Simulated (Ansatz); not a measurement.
Consider a 16-atom cell of (Zr,Hf)C started in the rock salt structure, site fractions Zr 0.500, Hf 0.500, short-range order 0.00 in the first shell of the mixed sites (0 is random, a negative value favours unlike neighbours), space group R-3m at the end, an ordered arrangement that its symmetry holds. Its start:

```xyz
16
Lattice="-0.0001 4.6845 4.6845 4.6845 -0.0001 4.6845 4.6845 4.6845 -0.0001" Properties=species:S:1:pos:R:3 pbc="T T T"
Hf     0.0000     0.0000     0.0000
Zr     2.3422     2.3422     0.0000
Zr     2.3422     0.0000     2.3422
Hf     4.6845     2.3422     2.3422
Zr     0.0000     2.3422     2.3422
Hf     2.3422     4.6845     2.3422
Hf     2.3422     2.3422     4.6845
Zr     4.6844     4.6844     4.6844
C      2.3563     2.3563     2.3563
C      4.6704     4.6704     2.3281
C      4.6704     2.3281     4.6704
C      7.0408     4.6985     4.6985
C      2.3281     4.6704     4.6704
C      4.6985     7.0408     4.6985
C      4.6985     4.6985     7.0408
C      7.0126     7.0126     7.0126
```

The mixing enthalpy is taken against the end members in the rock salt type, relaxed in the same cell and mesh.

All values below come from PBE (plane waves to 420 eV, PAW; Ansatz, a program for electronic structure). Scalar-relativistic, without spin–orbit coupling. Its k-point mesh 5×5×5, Fermi–Dirac width 0.05 eV.

```tsv
end member	weight	volume per atom (Å³)
ZrC	0.500	13.05
HfC	0.500	12.58
```

Q: Predict the alloy's volume, bond lengths and mixing enthalpy.

A: The volume per atom is 12.82 Å³. The C–Hf bonds is 2.330 Å on average, from 2.330 to 2.330 (24). The C–Zr bonds is 2.350 Å on average, from 2.350 to 2.350 (24) and the mixing enthalpy per site of the mixed sublattice comes out as 3 meV. The departure of the mean lattice parameter from Vegard's line is under 0.15 %, inside the noise of the relaxations.
